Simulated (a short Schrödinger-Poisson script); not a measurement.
# Gated In0.52Al0.48As/In0.53Ga0.47As δ-doped gas in a quantum well

Structure: gated In0.52Al0.48As/In0.53Ga0.47As δ-doped gas in a quantum well, at 20 K.

```csv
layer,material,thickness (nm),Na (cm⁻³)
1,In0.52Al0.48As,30,-
2,In0.52Al0.48As,5,-
3,In0.53Ga0.47As,15,-
4,In0.52Al0.48As,4000,7e14
```

The device is made up for the run: typed textbook-type constants, with dimensions and the other settings drawn at random. In0.52Al0.48As: permittivity 12.5, conduction-band edge (eV) 0.52, gap (eV) 1.45, electron mass (mₑ) 0.075, Nv at 300 K (cm⁻³) 1.1e19. In0.53Ga0.47As: permittivity 13.9, conduction-band edge (eV) 0, gap (eV) 0.74, Nv at 300 K (cm⁻³) 7.7e18.

Channel valleys (confinement mass, in-plane density-of-states mass, number): Γ 0.041, 0.041, 1. At the gate the conduction-band edge of layer 1 lies 0.65 eV − eVg above the Fermi level of the channel; the field vanishes at the back. Sheet of ionised δ-doping: +3.1e12 e/cm² at 30 nm from the gate. The barrier under the gate holds no holes. Gaps are held at their typed values at every temperature. Mesh 0.08 nm at interfaces.

From a short Schrödinger-Poisson script (our own, NumPy): 1D Poisson equation in equilibrium, electrons quantum, Hartree (BenDaniel-Duke, 40 states a valley, the channel's in-plane mass for all, wave functions free to enter the barrier), parabolic valleys, classical holes, full ionisation, no traps, pinning or gate leakage.

```tsv
Vg (V)	electrons (cm⁻²)	in the channel layer	C (μF/cm²)	Γ E0 (meV)	Γ E1 (meV)
0.4	2.56e12	2.47e12	0.280	-121.3	-28.2
0.3	2.39e12	2.31e12	0.280	-115.2	-24.2
0.2	2.21e12	2.14e12	0.279	-109.1	-20.1
0.1	2.04e12	1.98e12	0.278	-103.0	-16.0
0	1.86e12	1.82e12	0.278	-97.1	-11.8
-0.1	1.69e12	1.65e12	0.277	-91.2	-7.6
-0.2	1.52e12	1.49e12	0.276	-85.3	-3.2
-0.3	1.35e12	1.32e12	0.269	-78.4	2.6
-0.4	1.18e12	1.16e12	0.264	-69.1	11.4
-0.5	1.02e12	1.00e12	0.263	-59.5	20.5
-0.6	8.56e11	8.43e11	0.262	-50.0	29.7
-0.7	6.93e11	6.84e11	0.261	-40.4	39.0
-0.8	5.31e11	5.24e11	0.259	-31.0	48.3
-0.9	3.70e11	3.66e11	0.258	-21.6	57.7
-1	2.10e11	2.08e11	0.256	-12.3	67.3
-1.1	5.18e10	5.13e10	0.249	-2.7	77.4
```

Gate voltages with under 1e6 electrons/cm² are left out.

Subbands count from the Fermi level.
